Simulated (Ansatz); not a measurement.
Consider MoSi$_{2}$ (space group Fddd, No. 70; a hypothetical phase, not in the database extracts checked).

```
CELL_PARAMETERS angstrom
      0.00000     3.97925     4.36331
      2.28560     0.00000     4.36331
      2.28560     3.97925     0.00000
ATOMIC_POSITIONS crystal
  Si 0.66410 0.33590 0.66410
  Si 0.33590 0.66410 0.33590
  Si 0.58590 0.91410 0.58590
  Si 0.91410 0.58590 0.91410
  Mo 0.00000 0.00000 0.00000
  Mo 0.25000 0.25000 0.25000
```

Cartesian axes are those of the cell as printed.

The values are results of PBEsol/PAW in Ansatz (a program for electronic structure), scalar-relativistic without spin-orbit coupling, not measurements.

Strains are applied to the cell and any free atomic positions relax; under biaxial strain the out-of-plane vector relaxes too.

One change was made to it. Results:

The pressure (mean of the normal stresses, compression positive) goes from zero to 7.9 GPa; the energy increases by 27 meV/atom; the volume per atom falls by 0.41 Å³, from 13.23 Å³ to 12.82 Å³; the band gap stays zero.

**Question.** Which of these changes matches the shifts?
A) tensor shear ε_xz = +1.91 %
B) tensor shear ε_xz = −0.97 %
C) biaxial strain −3.05 %, plane normal [001], relaxed out of plane
D) isotropic strain −1.92 %

**Answer.** C, biaxial strain −3.05 %, plane normal [001], relaxed out of plane. For comparison, the energy relative to the base in the other runs: tensor shear ε_xz = +1.91 % gives +9.5 meV/atom; isotropic strain −1.92 % gives +32 meV/atom; tensor shear ε_xz = −0.97 % gives +2.4 meV/atom.

Without a gap, meshes like the base's 13×13×13 leave anisotropic stresses uncertain by several tenths of a GPa, and small strain energies with them. Whether these cells are dynamically stable was not tested. The final runs are not spin-polarised.
